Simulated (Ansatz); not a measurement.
Input:

```xyz
6
Lattice="4.8855 0.0000 0.0000 0.0000 4.8855 0.0000 0.0000 0.0000 3.2131" Properties=species:S:1:pos:R:3 pbc="T T T"
Sn     0.0000     0.0000     0.0000
Sn     2.4428     2.4428     1.6065
O      1.4991     1.4991     0.0000
O      3.9418     0.9437     1.6065
O      0.9437     3.9418     1.6065
O      3.3864     3.3864     0.0000
```

No spin polarisation.

All numbers come from Ansatz (a program for electronic structure) PBE, scalar-relativistic without spin-orbit coupling. Settings: 7×7×10 k-points, 0.05 eV Fermi–Dirac smearing.

Task: Predict the band gap, gap character and in-plane stress.

Result: The band gap comes out as 0.60 eV, the gap character is direct at Γ and the mean in-plane stress (compression positive) is -3.0 GPa.

The cells carry an imposed strain or load. Whether these cells are dynamically stable was not tested. The cell was made from SnO2 in the rutile structure (space group P4_2/mnm, No. 136) by this change: biaxial strain +1.20 %, plane normal [001], relaxed out of plane.
